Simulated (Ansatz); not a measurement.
## Response to strain in Pd

The parent structure is Pd in the fcc (Cu type) structure (space group Fm-3m, No. 225; relaxed with 0.1 eV smearing).

```xyz
1
Lattice="0.0000 1.9207 1.9207 1.9207 0.0000 1.9207 1.9207 1.9207 0.0000" Properties=species:S:1:pos:R:3 pbc="T T T"
Pd     0.0000     0.0000     0.0000
```

Cartesian axes are those of the cell as printed.

Strains are applied to the cell and any free atomic positions relax.

Calculations: plane-wave PAW DFT at the LDA level (Ansatz, an electronic-structure program, 420 eV), no SOC.

Notes on the quantities. energy relative to the base: free energy F; pressure: mean of the normal stresses, compression positive.

```tsv
change	energy relative to the base	shortest interatomic distance	pressure
base	0 meV/atom	2.716 Å	0.0 GPa
uniaxial strain ε_zz = −2.50 %	+7.9 meV/atom	2.683 Å	6.2 GPa
uniaxial strain ε_zz = −2.00 %	+5.0 meV/atom	2.689 Å	4.8 GPa
uniaxial strain ε_zz = −1.50 %	+2.8 meV/atom	2.696 Å	3.6 GPa
uniaxial strain ε_zz = −1.00 %	+1.2 meV/atom	2.703 Å	2.3 GPa
uniaxial strain ε_zz = −0.50 %	+0.3 meV/atom	2.709 Å	1.1 GPa
uniaxial strain ε_zz = +0.50 %	+0.3 meV/atom	2.716 Å	-1.1 GPa
uniaxial strain ε_zz = +1.00 %	+1.2 meV/atom	2.716 Å	-2.2 GPa
uniaxial strain ε_zz = +2.50 %	+7.2 meV/atom	2.716 Å	-5.2 GPa
uniaxial strain ε_zz = +3.00 %	+10 meV/atom	2.716 Å	-6.1 GPa
```

Stability against distortions was not tested. The final runs are not spin-polarised. Pd lies near a magnetic instability that expansion can trigger; it was not tested.
